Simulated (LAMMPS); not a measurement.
LAMMPS 22 Jul 2025, classical MD, SNAP (Mo_Zuo_JPCA2020.snapcoeff): Mo, 5488 atoms.

```text
units metal
atom_style atomic
read_data unit.data
replicate 14 14 14
pair_style snap
pair_coeff * * Mo_Zuo_JPCA2020.snapcoeff Mo_Zuo_JPCA2020.snapparam Mo
change_box all z delta 0.0 $(2*lz) units box
velocity all create 1600 4928 dist gaussian loop geom
fix 1 all nve
fix 2 all langevin 800 800 0.04 9876 zero yes
timestep 0.001
thermo 100
run 300
reset_timestep 0
write_restart start.rst
```

```text
processors 1 1 64
read_restart start.rst
pair_style snap
pair_coeff * * Mo_Zuo_JPCA2020.snapcoeff Mo_Zuo_JPCA2020.snapparam Mo
neighbor 2.0 bin
neigh_modify every 1 delay 0 check yes
fix 1 all nve
timestep 0.001
thermo_style custom step temp pe etotal press
thermo_modify format float %.10g
thermo 100
group probe id 1:48
dump probe probe custom 1000000 forces.txt id fx fy fz
dump_modify probe sort id format float %.8g
run 100
```

```bash
# ahead of the timed run: OMP_NUM_THREADS=1 mpirun -np 48 lmp -in in.warm -log none -nocite
OMP_NUM_THREADS=1 mpirun -np 64 lmp -in in.lmp -log log.lammps -nocite
```

Machine: one whole node, Arm Neoverse V2, 96 cores on 1 socket, no SMT, 1 L3 cache group; 94 cores' worth of CPU time may be used.

On 64 ranks this takes 2.4 s. Wall times, medians of two to five repeats, each run alone on the node (launch to exit). Processes are pinned to neighbouring cores unless said otherwise. The build: PyPI wheel: MPICH, OPENMP and OPT packages; another build can shift the numbers. Scratch files lie in a memory file system. A preparatory run goes ahead and isn't timed.

Task: What should be changed to get the same answer (within 1.0 meV/atom in energy, 10 meV/Å in forces on 48 atoms, 0.20 meV an atom in drift of the total energy) sooner? Keep to 64 cores.

Result: Several could match; the one computed here: going from processors = 1 1 64 to processors = 8 8 1, one of the fastest of the measured ones that keep the result.

```diff
-processors 1 1 64
+processors 8 8 1
```

Time: 2.4 s to 0.83 s (2.9× as fast). The largest move is in other (Other): 1.4 s to 0.0041 s. The slowest rank's pair time is 4.64 times the mean in the first run and 1.08 times in the second; the others wait. As resolved by the program: grid of ranks 1 by 1 by 64 against 8 by 8 by 1. These two results differ by: energy equal as printed, forces on 48 atoms equal as printed, drift of the total energy equal as printed. Others tried: processors = * * 1 (0.83 s); processors = 64 1 1 (1.4 s); processors = * * * (default) (1.7 s); processors = 4 4 4 (1.8 s). Launch, exit and the like take 0.25 s of the 0.83 s.
